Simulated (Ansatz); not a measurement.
Functionals compared on NH2 on the 1x1 (10-10) surface of wurtzite GaN (cut with top plane Ga + N), one in a 2x1 cell, started at the site 'hollow Ga', in Ansatz (plane waves, PAW). The structure was relaxed with PBE; the other rows are single points on it, each with its references at the same level. Cutoff 420 eV (500 eV for r2SCAN). The points keep PBE's geometry, so the relaxation of a polaron and the settling of charge on one site are left out.

Host crystal: wurtzite GaN, with a band gap (PBE, scalar-relativistic without spin-orbit coupling).

Set-up: 35 atoms, 9.3 Å thick at the start under the adsorbate (thin: gaps and levels are the slab's own); mesh 3x4x1; 0.01 eV smearing; dipole correction on; 16 atoms held, the rest relaxed; no symmetry held; spin-polarised, ending with about 1.0 μB a cell; orders that need a larger cell were not tried, no spin-orbit, no U, no dispersion correction. At the end it is bonded to Ga. In PBE it is, or lies within 0.03 eV of, the lowest of the starts that converged. These notes are the PBE run's. RPBE: The program's check for a lower electronic state was not made. r2SCAN: The program's check for a lower electronic state was not made. Adsorption energies are against NH3(g) − ½ H2(g). A negative adsorption energy means that the adsorbate is more stable on the surface than in its reference.

| functional | adsorption energy (eV) | magnetic moment of the cell (μB) | rough cost of the single point |
|---|---|---|---|
| PBE | 0.75 | 1.00 | – |
| RPBE | 0.84 | 1.00 | very roughly 8 core-minutes |
| r2SCAN | 0.51 | 1.00 | around 15 core-minutes (rough) |

Ansatz is a first-principles code.
